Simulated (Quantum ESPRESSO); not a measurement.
Input and output of a self-consistent single point for Li₃Mg (Pm-3m, 4 atoms in the cell) (Quantum ESPRESSO).

Computed with PBEsol, GBRV 1.5 ultrasoft (PBESOL) pseudopotentials (plane waves; Quantum ESPRESSO).

```xyz
4
Lattice="4.3043 0.0000 0.0000 0.0000 4.3043 0.0000 0.0000 0.0000 4.3043" Properties=species:S:1:pos:R:3 pbc="T T T"
Li     2.1522     2.1522     0.0000
Li     0.0000     2.1522     2.1522
Li     2.1522     0.0000     2.1522
Mg     0.0000     0.0000     0.0000
```

Reference input (self-consistent single point, DFT, PBEsol, plane waves, GBRV 1.5 ultrasoft (PBESOL) pseudopotentials): ecutwfc = 40 Ry; ecutrho = 200 Ry; occupations = smearing; smearing = gauss; degauss = 0.0073499 Ry; potentials = {Li: li_pbesol_v1.4.uspp.F.UPF, Mg: mg_pbesol_v1.4.uspp.F.UPF}; K_POINTS = automatic 10 10 10 0 0 0; conv_thr = 1e-10 Ry; mixing_beta = 0.7. This run's input differs from it in these lines:

```diff
@@ -35,3 +35,3 @@
 K_POINTS {automatic}
-10 10 10  0 0 0
+6 6 6  0 0 0
```

Log, with long lists cut:

```
     Self-consistent Calculation

     iteration #  1     ecut=    40.00 Ry     beta= 0.70

     total energy              =    -167.67715879 Ry
     estimated scf accuracy    <       1.95101461 Ry

     iteration #  2     ecut=    40.00 Ry     beta= 0.70

     total energy              =    -168.21389358 Ry
     estimated scf accuracy    <       0.15518323 Ry

     iteration #  3     ecut=    40.00 Ry     beta= 0.70

     total energy              =    -168.23494211 Ry
     estimated scf accuracy    <       0.00385824 Ry

   [... 4 blocks of this kind left out ...]

     iteration #  8     ecut=    40.00 Ry     beta= 0.70

     total energy              =    -168.23613531 Ry
     estimated scf accuracy    <          1.2E-09 Ry

     iteration #  9     ecut=    40.00 Ry     beta= 0.70
     End of self-consistent calculation

     the Fermi energy is     2.2902 ev

!    total energy              =    -168.23613531 Ry
     estimated scf accuracy    <          1.3E-11 Ry
     smearing contrib. (-TS)   =      -0.00049657 Ry
     internal energy E=F+TS    =    -168.23563874 Ry

     convergence has been achieved in   9 iterations

     Forces acting on atoms (cartesian axes, Ry/au):

     atom    1 type  1   force =     0.00000000    0.00000000    0.00000000
   [... zero for the other atoms too ...]

     Total force =     0.000000     Total SCF correction =     0.000000

          total   stress  (Ry/bohr**3)                   (kbar)     P=        0.10
   0.00000068   0.00000000   0.00000000            0.10        0.00        0.00
   0.00000000   0.00000068   0.00000000            0.00        0.10        0.00
   0.00000000   0.00000000   0.00000068            0.00        0.00        0.10

   JOB DONE.
```

The run converged in 9 iterations. Against the reference run the free energy goes down by 2.5 meV/atom and the pressure moves little (0.07 to 0.01 GPa).

The starting cell comes from a database of computed structures (which also holds hypothetical and non-ambient phases and stackings), without a prior relaxation at this level. Its lattice was rescaled by a random factor within 2.5 % of one.
